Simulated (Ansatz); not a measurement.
BaWO4 (I4₁/a, No. 88; cell taken from a computed entry) was calculated with PBEsol in Ansatz (PAW).

Run with plane-wave cutoff 520 eV, 8×8×8 k mesh, Fermi–Dirac smearing 0.01 eV, no spin polarisation, scalar-relativistic PAW data made under PBE.

Cell (relaxed with PBEsol):

```xyz
12
Lattice="-2.8028 2.8028 6.2768 2.8028 -2.8028 6.2768 2.8028 2.8028 -6.2768" Properties=species:S:1:pos:R:3 pbc="T T T"
Ba     2.8028     0.0000     3.1384
Ba     0.0000     0.0000     6.2768
W      0.0000     2.8028     3.1384
W      0.0000     0.0000     0.0000
O      0.7200     1.2959    -0.9980
O      1.5068     0.7200     8.4172
O      2.0828     1.5068     5.2788
O      1.2959     2.0828     2.1404
O     -0.7200     1.5068     4.1364
O     -1.5068     2.0828     7.2748
O      3.5227     1.2959    -2.1404
O      4.3096     0.7200     0.9980
```

What does this level give for the band gap and smallest direct gap on the k points sampled?


band gap: 4.70 eV
smallest direct gap on the k points sampled: 4.75 eV

Spin–orbit coupling is not included.

Computed values are for the static lattice.

It cost around 2.7 core-minutes (rough) of CPU time.

Ansatz is a first-principles code.
